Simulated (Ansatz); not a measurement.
What pressure 45 GPa does to TiC

Consider TiC in the rock salt structure (space group Fm-3m, No. 225; a = 4.329 Å).

It is then changed as follows: cell and atoms relaxed at a pressure of 45 GPa.

Computed with r2SCAN, PAW, 500 eV (Ansatz, a program for electronic structure; without spin-orbit coupling), earlier PAW set. k-mesh 18×18×18 (Γ-centred); smearing 0.05 eV (Fermi–Dirac).

```csv
quantity,base,changed,shift
volume per atom,10.14 Å³,8.88 Å³,-1.26 Å³
density,4.90 g/cm³,5.60 g/cm³,+0.693 g/cm³
shortest interatomic distance,216.4 pm,207.1 pm,-9.3 pm
enthalpy H = E + PV relative to the base's energy,–,+2.65 eV/atom,–
band gap,zero,zero,–
```

Final structure:

```xyz
2
Lattice="0.0000 2.0709 2.0709 2.0709 0.0000 2.0709 2.0709 2.0709 0.0000" Properties=species:S:1:pos:R:3 pbc="T T T"
C      0.0000     0.0000     0.0000
Ti     2.0709     2.0709     2.0709
```

Load acts through the strain it causes; cell and atoms are relaxed under it. No phonon test of stability was made. No other phases were tried under pressure. The final runs are not spin-polarised.
